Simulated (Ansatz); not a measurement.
```
CELL_PARAMETERS angstrom
      5.16157     0.00000     0.00000
     -2.58078     4.47005     0.00000
      0.00000     0.00000     8.14444
ATOMIC_POSITIONS crystal
  La 0.33333 0.66667 0.23390
  La 0.66667 0.33333 0.76610
  Te 0.00000 0.00000 0.00000
  Te 0.33333 0.66667 0.64233
  Te 0.66667 0.33333 0.35767
```

No spin polarisation.

Computed with DFT with r2SCAN, PAW potentials and a 500 eV plane-wave cutoff in Ansatz (an electronic-structure program), spin-orbit coupling left out. k-mesh 8×8×4 (Γ-centred); smearing 0.05 eV (Fermi–Dirac).

### Question
Predict the hole mass, band gap and gap character.

### Answer
The hole mass is 0.27 mₑ along c, 0.33 mₑ across (at Γ) and the band gap comes out as 1.39 eV. The gap character comes out as indirect, Γ → M.

With Te present, leaving out spin-orbit coupling can change the band edges. Effective masses come from finite differences of ±0.01 Å⁻¹. Stability against distortions was not tested. The cell was made from La2O3 by this change: O → Te; the result is a hypothetical phase, not in the database extracts checked.
